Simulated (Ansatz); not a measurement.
Abridged Ansatz (a quantum-chemistry and plane-wave program) output:

```
Relaxation: its limit of steps is 60 (relax.max_steps)
Pseudopotential: Ga, paw, valence charge 13
Pseudopotential: S, paw, valence charge 6
Crystal: 8 atoms, lattice volume = 151.101 Å³
Basis set: ecut = 420 eV, 2935 PW (Γ), exchange–correlation on 48×48×200 points (8 copies of the dense FFT grid, shifted against one another)
Bands: 46, of which v1, the nominal top of the filled ones, is band 38 counted from 1 (37 counted from 0)
Symmetry: 24 space group operations
k-points: 32 of 363
Functional: x = pbe(κ = 0.804, μ = 0.2195149727645171), c = pbe(β = 0.06672455060314922)
SCF iter   1: F=—  HF=-18749.690679 eV  |F-HF|=—  |Δ(HF+E_count)|=         —  Δρ=5.56e-2  dr2=1.11e1  ethr=3.10e-3  ⟨swp⟩=7.3  Hψ=6150  notcnv=0  defer=1
SCF iter   2: F=—  HF=-18747.680934 eV  |F-HF|=—  |Δ(HF+E_count)|=    2.01e0  Δρ=2.48e-2  dr2=1.55e0  ethr=3.10e-3  ⟨swp⟩=4.0  Hψ=3461  notcnv=0  defer=75
SCF 1 converged in 9 iterations: F = -18747.293209 eV  dr2 = 1.53e-8
relax step   1: F+E_penalty+E_count = -18747.29320890 eV  Δ(F+E_penalty+E_count) = +0.000e0 eV  max|allowed force component| = 8.618e-5 eV/Å  Δτ_max = 0.0000 Å  P = +6.997 GPa  Ω = 151.101 Å³  (9 SCF iters, dr2 threshold 1.00e-7 eV, accepted)
[... steps on the carried basis left out ...]
relax step   7: F+E_penalty+E_count = -18746.46363207 eV  Δ(F+E_penalty+E_count) = +2.909e-3 eV  max|allowed force component| = 8.228e-4 eV/Å  Δτ_max = 0.0000 Å  P = +15.000 GPa  Ω = 138.679 Å³  stress off target by 2.87e-3 GPa  SCF on the basis re-selected at this cell (its energy is not comparable with the rows above)  (7 SCF iters)
SCF converged after 7 iterations
Free energy (F): -18746.463632 eV
Internal energy: -18746.463594 eV  (E = F + TS)
E sigma→0 (E₀):  -18746.463613 eV
Entropy (-TS):   -0.000038 eV (-0.005 meV/atom)
Fermi energy:    9.850474 eV
  E_disp       = -2.760642  (pairwise vdW)
--- Forces (eV/Å), atoms counted from 1 ---
  atom   1  Ga    -0.00000000     0.00000000     0.00065323
[...]
  atom   3  Ga     0.00000000    -0.00000000    -0.00065323
  atom   4  Ga    -0.00000000     0.00000000    -0.00065323
  atom   5  S      0.00000000    -0.00000000    -0.00082281
  atom   6  S      0.00000000     0.00000000    -0.00082281
  atom   7  S     -0.00000000     0.00000000     0.00082281
  atom   8  S     -0.00000000    -0.00000000     0.00082281
--- Stress (GPa, compression-positive) ---
       15.001243       0.000000      -0.000000
        0.000000      15.001243       0.000000
       -0.000000       0.000000      14.997130
  P = ⅓ Tr σ = 14.9999 GPa (149.999 kbar)
--- Relaxed structure (6 steps of the walk, 6 accepted, 1 SCFs on fresh bases) ---
  cell:  # Å, volume = 138.6786 Å³
    - [3.3806280238307433, 1.005824671403541e-33, -1.341099561871388e-33]
    - [-1.6903140119153717, 2.9277097493830087, 5.6166606628711875e-34]
    - [-5.566150627479634e-33, -5.218266213262157e-34, 14.011481771547876]
  atoms:
    - { symbol: Ga, position: [0.3333333333333333, 0.6666666666666666, 0.1666419233162575] }
    - { symbol: Ga, position: [0.6666666666666666, 0.3333333333333333, 0.6666419233162574] }
    - { symbol: Ga, position: [0.6666666666666666, 0.3333333333333333, 0.8333580766837424] }
    - { symbol: Ga, position: [0.3333333333333333, 0.6666666666666666, 0.3333580766837425] }
    - { symbol: S, position: [0.3333333333333333, 0.6666666666666666, 0.5860778097684333] }
    - { symbol: S, position: [0.6666666666666666, 0.3333333333333333, 0.08607780976843334] }
    - { symbol: S, position: [0.6666666666666666, 0.3333333333333333, 0.4139221902315666] }
    - { symbol: S, position: [0.3333333333333333, 0.6666666666666666, 0.9139221902315666] }
```

Task: What was computed, and what are the main results?

Result: GaS, 8 atoms in the cell, with Ansatz, PBE-D3(BJ), PAW, cutoff 420 eV, without spin-orbit coupling, earlier PAW set, from a series relaxed to a target (pressure 15 GPa). The last SCF converged to F = -18746.463632 eV, or -2343.3080 eV per atom, at a pressure of 15.00 GPa. The total energy compares only with runs of the same code, potentials and settings.

Load acts through the strain it causes; cell and atoms are relaxed under it. Stability against distortions was not tested. Competing high-pressure phases were not computed. The cell was made from GaS in the beta-GaS type structure (space group P6_3/mmc, No. 194; layered, stacked along the Cartesian z axis) by this change: pressure 15 GPa.

Keys are those of Ansatz 0.2.
